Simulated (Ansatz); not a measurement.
## How the lattice constant a of GaAs (model structure, started from the NiAs type, P6₃/mmc, No. 194, 4 atoms in the cell) moves with the method

No measured value is used here.

```
level (code)         value (Å)
-------------------  ---------
PBE (Ansatz)             3.767
PBEsol (Ansatz)              ?
PBE-D3(BJ) (Ansatz)      3.707
```

**Question.** Some entries are withheld; supply them.

**Answer.** 
- PBEsol (Ansatz, an electronic-structure program), value (Å): 3.698

Ansatz's density-functional and Hartree–Fock values are scalar-relativistic unless marked +SOC, with PAW data made under PBE.

A model structure was made by putting elements into a prototype or built by hand; it is no filed structure, need not be a known phase, and can be a saddle point held by its symmetry.
